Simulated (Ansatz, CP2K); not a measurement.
An Ansatz (a program for electronic structure) input for a self-consistent single point of Sr2H3I (P-3m1, 6 atoms in the cell) (DFT, PBEsol, plane waves, default PAW files made with PBE):

Ansatz 0.2 input:
```yaml
crystal:
  lattice:
    - [4.242730, 0.000000, 0.000000]
    - [-2.121365, 3.674312, 0.000000]
    - [0.000000, 0.000000, 7.682750]
  atoms:
    - { symbol: Sr, position: [0.666667, 0.333333, 0.678660] }
    - { symbol: Sr, position: [0.333333, 0.666667, 0.321340] }
    - { symbol: H, position: [0.000000, 0.000000, 0.500000] }
    - { symbol: H, position: [0.666667, 0.333333, 0.357250] }
    - { symbol: H, position: [0.333333, 0.666667, 0.642750] }
    - { symbol: I, position: [0.000000, 0.000000, 0.000000] }
kpoints:
  mp_grid: { grid: [6, 6, 3] }
hamiltonian:
  xc: pbesol
  pseudopotentials: { kind: paw }
scf:
  occupations: { method: fermi_dirac, width: 0.0015 Ry }
output:
  forces: true
  eigenvalues: true
  stress: true
```

Task: Give the CP2K input for the same structure, mesh, smearing and functional.

Result: One input that does it (others would too):

```
&GLOBAL
  PROJECT scf
  RUN_TYPE ENERGY_FORCE
  PRINT_LEVEL LOW
&END GLOBAL
&FORCE_EVAL
  METHOD Quickstep
  STRESS_TENSOR ANALYTICAL
  &DFT
    BASIS_SET_FILE_NAME BASIS_MOLOPT
    POTENTIAL_FILE_NAME GTH_POTENTIALS
    &QS
      METHOD GPW
      EPS_DEFAULT 1E-11
    &END QS
    &MGRID
      CUTOFF 500
      REL_CUTOFF 50
      NGRIDS 5
    &END MGRID
    &SCF
      SCF_GUESS ATOMIC
      EPS_SCF 1E-7
      MAX_SCF 100
      ADDED_MOS 6
      &DIAGONALIZATION
        ALGORITHM STANDARD
      &END DIAGONALIZATION
      &MIXING
        METHOD BROYDEN_MIXING
        ALPHA 0.2
        NBUFFER 12
        BETA 1
      &END MIXING
      &SMEAR ON
        METHOD FERMI_DIRAC
        ELECTRONIC_TEMPERATURE [K] 232.09
      &END SMEAR
    &END SCF
    &KPOINTS
      SCHEME MONKHORST-PACK 6 6 3
      GAMMA_CENTERED T
    &END KPOINTS
    &XC
      &XC_FUNCTIONAL
        &PBE
          PARAMETRIZATION PBESOL
        &END PBE
      &END XC_FUNCTIONAL
    &END XC
    &PRINT
      &MO
        EIGENVALUES T
        OCCUPATION_NUMBERS T
        NDIGITS 8
        FILENAME mo
        &EACH
          QS_SCF 0
        &END EACH
        ADD_LAST NUMERIC
      &END MO
      &MULLIKEN OFF
      &END MULLIKEN
    &END PRINT
  &END DFT
  &SUBSYS
    &CELL
      A 4.24273000 0.00000000 0.00000000
      B -2.12136500 3.67431200 0.00000000
      C 0.00000000 0.00000000 7.68275000
      PERIODIC XYZ
    &END CELL
    &COORD
      SCALED
      Sr       0.66666700     0.33333300     0.67866000
      Sr       0.33333300     0.66666700     0.32134000
      H        0.00000000     0.00000000     0.50000000
      H        0.66666700     0.33333300     0.35725000
      H        0.33333300     0.66666700     0.64275000
      I        0.00000000     0.00000000     0.00000000
    &END COORD
    &KIND Sr
      BASIS_SET DZVP-MOLOPT-SR-GTH-q10
      POTENTIAL GTH-PBE-q10
    &END KIND
    &KIND H
      BASIS_SET DZVP-MOLOPT-SR-GTH-q1
      POTENTIAL GTH-PBE-q1
    &END KIND
    &KIND I
      BASIS_SET DZVP-MOLOPT-SR-GTH-q7
      POTENTIAL GTH-PBE-q7
    &END KIND
  &END SUBSYS
  &PRINT
    &FORCES ON
    &END FORCES
    &STRESS_TENSOR ON
    &END STRESS_TENSOR
  &END PRINT
&END FORCE_EVAL
```

Basis settings and potentials, where a program has them, do not carry over. This input uses DFT PBEsol, GPW, DZVP-MOLOPT-SR-GTH basis, GTH-PBE potentials (GTH_POTENTIALS). The width in Ry is rounded to four decimals.

The starting cell comes from a database of computed structures (which also holds hypothetical and non-ambient phases and stackings), without a prior relaxation at this level.
